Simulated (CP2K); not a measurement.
Troubleshooting CP2K: a failed run on CaSeO3 (P2_1/c, 20 atoms in the cell). The aim is a self-consistent single point with DFT LDA (Pade form), GPW, DZVP-MOLOPT-SR-GTH basis, GTH-PADE potentials (GTH_POTENTIALS).

Cell that was meant: a = 6.3685 Å, b = 6.7797 Å, c = 8.1494 Å, α = 90.00°, β = 127.02°, γ = 90.00°.

Part of the input:

```
        METHOD BROYDEN_MIXING
        ALPHA 0.2
        NBUFFER 12
        BETA 0
      &END MIXING
      &SMEAR ON
        METHOD FERMI_DIRAC
```

Output (repeated stretches shortened):

```
 GLOBAL| Method name                                                        CP2K
 GLOBAL| Project name                                                       calc
 GLOBAL| Run type                                                   ENERGY_FORCE

 TOTAL NUMBERS AND MAXIMUM NUMBERS

   [... lines left out ...]
                        max_diis:                                              4
                        eps_scf:                                        1.00E-07
                        eps_diis:                                       1.00E-01
                        eps_eigval:                                     1.00E-05
                        level_shift [a.u.]:                             0.000000
                        added MOs                                        22    0
                        Mixing method:                            BROYDEN_MIXING
                                                charge density mixing in g-space
                        Smear method:                                FERMI_DIRAC
                        Electronic temperature [K]:                        232.1
                        Electronic temperature [a.u.]:                  7.35E-04
                        Accuracy threshold:                             1.00E-10
                        No outer SCF

 *******************************************************************************
 *   ___                                                                       *
 *  /   \                                                                      *
 * [ABORT]                                                                     *
 *  \___/      Mixing employing the Kerker damping factor needs BETA /= 0.0    *
 *    |                                                                        *
 *  O/|                                                                        *
 * /| |                                                                        *
 * / \                                             qs_scf_initialization.F:740 *
 *******************************************************************************

 ===== Routine Calling Stack =====

            3 qs_energies
            2 qs_forces
            1 CP2K
Abort(1) on node 0 (rank 0 in comm 0): application called MPI_Abort(MPI_COMM_WORLD, 1) - process 0
```

Task: From the messages shown, name the fault and mend the input.

Result: The fault is a screening parameter of zero in the density mixing; here the program stops on it instead of giving results. To fix it, leave the parameter to its default or give it a positive value. The program stopped before any SCF iteration.

The sound input it was made from differs as follows (other fixes are possible):
```diff
-        BETA 0
+        BETA 1
```

With that input, the run converged in 20 iterations: free energy E − TS -10275.9106 eV; top of the valence band (on the code's own zero) 4.09 eV; gap on the k-point mesh 4.33 eV; pressure -0.01 GPa; largest force (vector length) 0.879 eV/Å (DFT LDA (Pade form), GPW, DZVP-MOLOPT-SR-GTH basis, GTH-PADE potentials (GTH_POTENTIALS)).

On the sound input: the starting cell comes from a database of computed structures (which also holds hypothetical and non-ambient phases and stackings), without a prior relaxation at this level. Its lattice was rescaled by a random factor within 2.5 % of one. Values carry the incompleteness of an atom-centred basis.
